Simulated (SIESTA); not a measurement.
Band structure of Hf3Pt (P6_3/mmc, 8 atoms in the cell).

```
CELL_PARAMETERS angstrom
      5.98855     0.00000     0.00000
     -2.99428     5.18624     0.00000
      0.00000     0.00000     5.13953
ATOMIC_POSITIONS crystal
  Hf 0.34345 0.17172 0.75000
  Hf 0.65655 0.82827 0.25000
  Hf 0.17172 0.34345 0.25000
  Hf 0.82827 0.65655 0.75000
  Hf 0.82827 0.17172 0.75000
  Hf 0.17172 0.82827 0.25000
  Pt 0.66667 0.33333 0.25000
  Pt 0.33333 0.66667 0.75000
```

Method of the run: GGA PBEsol, numerical atomic orbitals TZP, PseudoDojo PBEsol standard norm-conserving potentials (rewritten from UPF to PSML) run with SIESTA 5.4.2.

Settings: XC.functional = GGA; XC.authors = PBEsol; potentials = PseudoDojo PBEsol standard; PAO.BasisSize = TZP; PAO.EnergyShift = 0.01 Ry; MeshCutoff = 300 Ry; kgrid.MonkhorstPack = 4 4 4; OccupationFunction = MP; OccupationMPOrder = 0; ElectronicTemperature = 100 meV; MaxSCFIterations = 150; SCF.Mixer.Method = Broyden; SCF.Mixer.Weight = 0.25; SCF.Mixer.History = 8.

The starting cell comes from a database of computed structures (which also holds hypothetical and non-ambient phases and stackings), without a prior relaxation at this level. Spin-orbit coupling is off. Spin polarisation is off. Values carry the incompleteness of an atom-centred basis.

Levels in eV from the Fermi level, bands 51 to 56:
```
point     51     52     53     54     55     56
-----  -----  -----  -----  -----  -----  -----
Γ      -0.62   0.06   0.10   0.10   0.20   0.41
M      -0.62  -0.33  -0.29  -0.26   0.03   0.46
K      -1.01  -1.01  -0.21  -0.21   0.44   0.54
A       0.01   0.01   0.13   0.13   0.13   0.13
L      -0.73  -0.73  -0.61  -0.61   0.39   0.39
H      -0.57  -0.57  -0.36  -0.36  -0.33  -0.33
```

Bands cross the Fermi level along this path, so the cell is metallic at this level.

Higher empty bands are left out: an atom-centred basis made for the valence describes them poorly.
